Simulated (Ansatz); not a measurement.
Some atoms of an NVE trajectory of composition Si7Ge, cell Si56Ge8, held well above this temperature first, at a temperature that wasn't checked against the liquidus, so perhaps supercooled [in the run: it was liquid; mean temperature 1690 K (target 1650 K); density 2.91 g/cm³]; time step 2.0 fs, velocity Verlet. Level of theory: PBE (plane waves, PAW; Ansatz, a program for electronic structure). On the run's last frame a denser k-mesh moved the forces by 0.105 eV/Å rms, the static pressure by 0.02 GPa and the free energy by 7 meV/atom, which is about how far such values are converged.

```tsv
atom	mass (u)	x y z (Å)	v (Å/fs)	F (eV/Å)
Si1	28.085	15.85602 5.36337 12.33352	0.008130 -0.012952 -0.007208	0.6934 -0.3261 -0.2680
Si9	28.085	4.86588 9.49953 4.59823	-0.001772 -0.006765 0.010761	-1.7172 0.7494 -0.0279
Si11	28.085	6.91397 5.30443 -0.36030	0.008027 -0.002620 0.005880	-0.3042 0.7054 0.0941
Si27	28.085	12.41462 -1.73893 -2.02642	0.000656 -0.011021 0.009172	-0.3948 1.6887 1.4636
Si39	28.085	10.53541 4.63722 -0.52006	0.015900 0.000198 -0.001895	0.3907 0.0839 0.4021
Si41	28.085	8.38115 -2.64156 8.53071	-0.002541 -0.001744 -0.011421	-0.0762 0.6009 0.2292
Si42	28.085	13.18548 9.51200 5.60186	0.011829 0.004547 0.002814	1.5264 -1.1743 -0.7700
Ge60	72.630	1.40771 5.12075 8.15019	-0.004094 -0.007612 0.006026	-0.7713 0.6629 -0.2881
```

Q: Give their positions one step later.

A: x' = x + vΔt + FΔt²/(2m), with 1 eV/(Å·u) = 0.0096485 Å/fs².
```csv
atom,x' y' z' (Å)
Si1,15.87276 5.33724 12.31892
Si9,4.86115 9.48652 4.61973
Si11,6.92982 5.29967 -0.34848
Si27,12.41566 -1.75981 -2.00707
Si39,10.56748 4.63767 -0.52358
Si41,8.37602 -2.64463 8.50802
Si42,13.21018 9.52029 5.60696
Ge60,1.39932 5.10570 8.16217
```
